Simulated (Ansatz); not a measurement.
## WSi2: energy against strain

WSi2 (MoSi2 type, I4/mmm, 13.144 Å³/atom and stress up to 0.01 GPa in the relaxed cell, c along z) under a strain ε along a (axis x), the other axes held. LDA in Ansatz, a plane-wave DFT program (PAW, default set), 420 eV, 25×25×25 Γ-centred mesh, Fermi-Dirac smearing 0.10 eV; ions are relaxed, or left where forces stay under 0.02 eV/Å, within the symmetry of each cell.

Here s stands for strain and y for E less E0.

```
strain (%)  E less E0 (meV/atom)
----------  --------------------
-1.50                       4.32
-1.00                       1.90
-0.50                       0.47
0.00                        0.00
0.50                        0.47
1.00                        1.84
1.50                        4.10
3.00                           ?
```

The 7 complete rows are fitted with a parabola, y against s. Least squares gives y = 0.001 - 0.0557·s + 1.8705·s². Residuals (row less fit): 0.027, -0.027, -0.026, -0.001, 0.029, 0.024, -0.026; standard error 0.033 (degrees of freedom: 4). Twice the quadratic coefficient over the volume, 2 × 1.8705 meV × 10⁴ × 0.1602 / 13.144 Å³, is the elastic constant C11 = about 460 GPa.

Problem. Predict the withheld y at s = 3.00 from the fit, and compare with the calculation.

Solution. y = 0.001 - 0.0557 × 3.0 + 1.8705 × 3.0² = 16.668 meV/atom. The calculation gives 15.87 meV/atom, 0.798 meV/atom below the prediction (5.0 % of the range of y in the table). The row lies outside the fitted rows, so this is an extrapolation. From the scatter of the fitted rows alone, a prediction at this place has a standard error of 0.125 meV/atom, so the miss is 6.4 times that.

A polynomial of degree 3 through the 12 other runs of the series gives 15.87 there, so most of the miss is curvature that the fit leaves out. In a metal these values are sensitive to mesh and smearing; energies are taken to zero smearing, stresses follow the free energy. Spin-orbit coupling is left out, which can shift these values for the heavy elements here. Rows are the converged runs of the series near zero and its far end; series whose fitted rows scatter by over a few per cent of the range, as at a crossing or softening among them, aren't shown in this form, nor equations of state whose B0' disagrees with the runs' pressures. Most that stay on the fit to the last digits aren't either.
